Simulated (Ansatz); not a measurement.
Point defect Mg on the Ga site in beta Ga2O3

All values below come from PBE, PAW (plane waves to 420 eV; Ansatz, a program for electronic structure). Cell: 160 sites, 1×4×2 repeats of a cell of 20 atoms; final energies on a Γ-point mesh. Site at the start: the Ga(2) site. Energies of charged states are corrected for periodic images (point charge plus alignment at distant sites). Dielectric constants: PBE linear response of the host. Host gap at this level: 2.00 eV. Zone-centre sampling of a cell this small can put levels off by half an eV or more. Levels are measured in PBE's own, too narrow, gap. Spin–orbit coupling is left out. Each state is the lowest found from its start.

Formation energies E_f are given with the Fermi level at the valence-band maximum. Chemical conditions: Ga-rich (Δμ(Ga) = 0.00 eV, Δμ(Mg) = -2.33 eV, bounded by rock-salt MgO; only phases computed here count, gases as isolated molecules at 0 K); O-rich (Δμ(Ga) = -4.56 eV, Δμ(Mg) = -5.37 eV, bounded by rock-salt MgO; only phases computed here count, gases as isolated molecules at 0 K). Reference phases: Ga: alpha gallium, Mg: hcp Mg.

Charges with a result: +1, 0, −1. Others weren't obtained, and one of them could lie lower, also by skipping a charge.

```tsv
charge	moment (μB)	point group	largest move off a lattice site (Å)	image correction with alignment (eV)	E_f, Ga-rich (eV)	E_f, O-rich (eV)
+1*	not spin-polarised	–	0.08	–	–	–
0†	1.0	–	0.09	0.00	2.36	0.85
−1	not spin-polarised	Cs	0.09	0.17	2.57	1.05
```

* At this level the carrier isn't localised at the defect: at charge +1 holes occupy the valence band. Such a state is shallow or no state of the defect, and this cell gives it no level.

† Not settled in this cell, so no level is given: charge 0: carriers not clearly localised.

Point groups are those of the whole cell at tolerances of 0.03 and 0.1 Å ("near" where only the looser one holds); none is given for unsettled states.

No other site or start that was run ended lower by more than 0.1 eV.

Flagged in the runs: a host whose relaxation on this sampling wasn't shown to rest, zone-centre sampling.
